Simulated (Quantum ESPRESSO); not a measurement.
# Quick settings and what they miss: ZrSeS (P3m1, 3 atoms in the cell)

Self-consistent single point.

```
CELL_PARAMETERS angstrom
      3.68627     0.00000     0.00000
     -1.84313     3.19240     0.00000
      0.00000     0.00000     6.12883
ATOMIC_POSITIONS crystal
  Zr 0.00000 0.00000 0.01251
  Se 0.66667 0.33333 0.75338
  S  0.33333 0.66667 0.23411
```

Method: LDA (PZ), GBRV 1.5 ultrasoft (LDA) pseudopotentials (plane waves; Quantum ESPRESSO).

Base settings: ecutwfc = 40 Ry; ecutrho = 320 Ry; occupations = smearing; smearing = gauss; degauss = 0.000734986 Ry; potentials = {Zr: zr_lda_v1.uspp.F.UPF, Se: se_lda_v1.uspp.F.UPF, S: s_lda_v1.4.uspp.F.UPF}; K_POINTS = automatic 7 7 4 0 0 0; conv_thr = 1e-09 Ry.

Tight run (finer mesh or higher cutoff; not a proven limit): ecutwfc: 40 Ry → 56 Ry; ecutrho: 320 Ry → 448 Ry; conv_thr: 1e-09 Ry → 7.3e-11 Ry; K_POINTS: automatic 7 7 4 0 0 0 → automatic 10 10 6 0 0 0. It gave top of the valence band (on the code's own zero) 7.09 eV; gap on the k-point mesh 0.51 eV; pressure -0.22 GPa; largest force (vector length) 0.357 eV/Å.

Quick runs, as changes from the base:
- A: the base itself
- B: ecutwfc: 40 Ry → 32 Ry; ecutrho: 320 Ry → 256 Ry; K_POINTS: automatic 7 7 4 0 0 0 → automatic 2 2 2 0 0 0
- C: ecutwfc: 40 Ry → 28 Ry; ecutrho: 320 Ry → 224 Ry; smearing: gauss → fd; degauss: 0.000734986 Ry → 0.0147 Ry; conv_thr: 1e-09 Ry → 7.3e-06 Ry; K_POINTS: automatic 7 7 4 0 0 0 → automatic 8 8 8 0 0 0
- D: ecutwfc: 40 Ry → 20 Ry; ecutrho: 320 Ry → 160 Ry; smearing: gauss → mp; degauss: 0.000734986 Ry → 0.0147 Ry; K_POINTS: automatic 7 7 4 0 0 0 → automatic 4 4 4 0 0 0
- E: ecutwfc: 40 Ry → 24 Ry; ecutrho: 320 Ry → 192 Ry; degauss: 0.000734986 Ry → 0.036749 Ry; K_POINTS: automatic 7 7 4 0 0 0 → automatic 1 1 1 1 1 1
- F: ecutwfc: 40 Ry → 20 Ry; ecutrho: 320 Ry → 160 Ry; conv_thr: 1e-09 Ry → 7.3e-05 Ry; K_POINTS: automatic 7 7 4 0 0 0 → automatic 2 2 2 1 1 1

Energies are extrapolated to zero smearing width, which holds to low order in the width alone (under cold and Methfessel-Paxton smearing the free energy itself is taken).

Dashes: pressure of C, F, not trusted under this conv_thr with d or f elements; gap of C, no gap found; gap of E, left out as unsure on this mesh or at this smearing.

Gaps are read on each run's own mesh, which may miss the band edges.

The count of work is k-points × plane waves × bands × iterations; it is no time. 

The starting cell comes from a database of computed structures (which also holds hypothetical and non-ambient phases and stackings), without a prior relaxation at this level. Its lattice was rescaled by a random factor within 2.5 % of one.

```tsv
run	energy less tight (meV/atom)	pressure less tight (GPa)	largest miss in a force vector (eV/Å)	gap on the mesh less tight (eV)	count of work / tight
A	3.0	0.04	0.011	0.042	0.22
B	423.9	4.05	0.638	-0.347	0.026
C	8.4	–	0.040	–	0.21
D	89.3	-1.51	0.079	-0.055	0.036
E	33.9	3.94	0.275	–	0.0035
F	-25.0	–	0.069	0.935	0.0045
```

Among the runs at the tight run's level, the energy misses run from 3.0 to 423.9 meV/atom.
